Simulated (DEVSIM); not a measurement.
Structure: abrupt GaSb n-p junction, at 300 K.

Layer 1 from the left is GaSb, thickness (μm) 12.0, Nd (cm⁻³) 1.2e15, τn (s) 2.9e-8, τp (s) 2.9e-8. Layer 2 from the left is GaSb, thickness (μm) 85.0, Na (cm⁻³) 6.9e13, τn (s) 2.9e-8, τp (s) 2.9e-8.

Left contact: ohmic. Right contact: ohmic. Voltage is applied to the left contact. Recombination: SRH at mid-gap. Mobility is μmin + (μ − μmin)/(1 + (N/Nref)^α).

The device is made up for the run: typed textbook-type constants, with dimensions and the other settings drawn at random. Values at 300 K.

GaSb: gap (eV) 0.726, affinity (eV) 4.06, permittivity 15.7, Nc (cm⁻³) 2.1e17, Nv (cm⁻³) 1.8e19, μn (cm²/Vs) 5000, μp (cm²/Vs) 850, μn,min 1000, μp,min 190, Nref,n 2.8e17, Nref,p 9e17, αn 1.05, αp 0.65.

Question: Estimate by hand the built-in potential, the peak field at zero bias, the capacitance at 6 V, and compare with a numerical solution.

Answer: 
- Built-in potential: ni = √(Nc Nv) exp(−Eg/2kT) = 1.55e12 cm⁻³ with Eg = 0.726 eV; Vbi = kT/q ln(Na Nd/ni²) = 0.270 V; numerical 0.270 V.
- Peak field at zero bias: depletion approximation: W = √(2εVbi/(qN)) = 2.68 μm with N = 6.52e13 cm⁻³; field = 2Vbi/W = 2020 V/cm; numerical 2220 V/cm (estimate below by 9.4 %).
- Capacitance at 6 V: C = √(qεN / 2(Vbi + |V|)) = 1.08 nF/cm²; numerical 1.08 nF/cm².

DEVSIM, 1D drift-diffusion, Boltzmann statistics, complete ionisation; no tunnelling, impact ionisation, image-force lowering or self-heating.
